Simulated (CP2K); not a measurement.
A self-consistent single point of BaNiF6 (P1, 8 atoms in the cell) with CP2K.

Method: LDA (Pade form), GPW, DZVP-MOLOPT-SR-GTH basis, GTH-PADE potentials (GTH_POTENTIALS) (CP2K).

The change in words: atoms moved at random. Reference geometry:
```
CELL_PARAMETERS angstrom
      4.72422     0.00000     0.00000
     -0.71387     4.66997     0.00000
     -0.71387    -0.83129     4.59539
ATOMIC_POSITIONS crystal
  Ba 0.50000 0.50000 0.50000
  Ni 0.00000 0.00000 0.00000
  F  0.73484 0.73484 0.07365
  F  0.26516 0.26516 0.92635
  F  0.07365 0.73484 0.73484
  F  0.92635 0.26516 0.26516
  F  0.73484 0.07365 0.73484
  F  0.26516 0.92635 0.26516
```

Reference input (self-consistent single point, DFT LDA (Pade form), GPW, DZVP-MOLOPT-SR-GTH basis, GTH-PADE potentials (GTH_POTENTIALS)): CUTOFF = 600 Ry; REL_CUTOFF = 40 Ry; SMEAR/METHOD = FERMI_DIRAC; ELECTRONIC_TEMPERATURE = 580.23 K; KPOINTS/SCHEME = MACDONALD 4 4 4 0.125 0.125 0.125; XC_FUNCTIONAL = PADE; Ba/BASIS_SET = DZVP-MOLOPT-SR-GTH-q10; Ba/POTENTIAL = GTH-PADE-q10; Ni/BASIS_SET = DZVP-MOLOPT-SR-GTH-q18; Ni/POTENTIAL = GTH-PADE-q18; F/BASIS_SET = DZVP-MOLOPT-SR-GTH-q7; F/POTENTIAL = GTH-PADE-q7. This run's input differs from it in these lines:

```diff
@@ -69,10 +69,10 @@
       SCALED
-      Ba       0.50000000     0.50000000     0.50000000
-      Ni       0.00000000     0.00000000     0.00000000
-      F        0.73483500     0.73483500     0.07365000
-      F        0.26516500     0.26516500     0.92635000
-      F        0.07365000     0.73483500     0.73483500
-      F        0.92635000     0.26516500     0.26516500
-      F        0.73483500     0.07365000     0.73483500
-      F        0.26516500     0.92635000     0.26516500
+      Ba       0.50543900     0.51270000     0.51171800
+      Ni      -0.00221200     0.01058600     0.00589300
+      F        0.72792300     0.72945500     0.06248000
+      F        0.27125600     0.25295500     0.92367600
+      F        0.06732900     0.74390000     0.73989700
+      F        0.91968500     0.25035000     0.26494400
+      F        0.74219200     0.07100900     0.73066900
+      F        0.26838800     0.92904600     0.26072300
     &END COORD
```

The program printed (abridged):

```
 SCF WAVEFUNCTION OPTIMIZATION

  Step     Update method      Time    Convergence         Total energy    Change
     1 NoMix/Diag. 0.40E+00      -     1.80889457      -340.8984576769 -3.41E+02
     2 Broy./Diag. 0.40E+00      -     0.40319409      -338.5795046713  2.32E+00
     3 Broy./Diag. 0.40E+00      -     0.21559161      -337.7862494076  7.93E-01
     4 Broy./Diag. 0.40E+00      -     0.06643033      -340.5583921745 -2.77E+00
     5 Broy./Diag. 0.40E+00      -     0.00855872      -340.4463240259  1.12E-01
     6 Broy./Diag. 0.40E+00      -     0.00476252      -340.3227872228  1.24E-01
   [... 5 lines left out ...]
    12 Broy./Diag. 0.40E+00      -     0.00000741      -340.2583765029 -8.84E-05
    13 Broy./Diag. 0.40E+00      -     0.00000814      -340.2583379611  3.85E-05
    14 Broy./Diag. 0.40E+00      -     0.00000132      -340.2583173182  2.06E-05
    15 Broy./Diag. 0.40E+00      -     0.00000075      -340.2583187670 -1.45E-06
  *** SCF run converged in    15 steps ***

  Overlap energy of the core charge distribution:               0.00000000000144
  Self energy of the core charge distribution:               -692.90533229955031
  Core Hamiltonian energy:                                    190.61667981857838
  Hartree energy:                                             209.79549167837914
  Exchange-correlation energy:                                -47.76515795634337
  Electronic entropic energy:                                  -0.00000000810047
  Fermi energy:                                                 0.12371633126500

  Total energy:                                              -340.25831876703541
  Total energy (extrapolated to T->0):                       -340.25831876298520

                     Mulliken Population Analysis

   [... lines left out ...]

 STRESS| Analytical stress tensor [bar]
 STRESS|                        x                   y                   z
 STRESS|      x        4.08200159927E+04  -1.72566457108E+04  -9.32708472700E+03
 STRESS|      y       -1.72566457108E+04   5.31791060618E+04   2.36529295715E+04
 STRESS|      z       -9.32708472700E+03   2.36529295715E+04   6.88732405739E+04
 STRESS| 1/3 Trace                                             5.42907875428E+04
```

The run converged in 15 iterations. Against the reference run the free energy goes up by 34.7 meV/atom, the pressure goes from 2.41 to 5.43 GPa, the largest force goes from 0.459 to 3.438 eV/Å and the gap on the mesh goes from 1.446 to 1.395 eV.

The starting cell comes from a database of computed structures (which also holds hypothetical and non-ambient phases and stackings), without a prior relaxation at this level. Its lattice was rescaled by a random factor within 2.5 % of one. For this run, on top of that: atoms moved at random. Values carry the incompleteness of an atom-centred basis. With a pressure of about 5 GPa the cell is away from its equilibrium volume at this level. Forces in this geometry exceed 1 eV/Å.

Cost on one core of a shared machine: roughly 70 s.
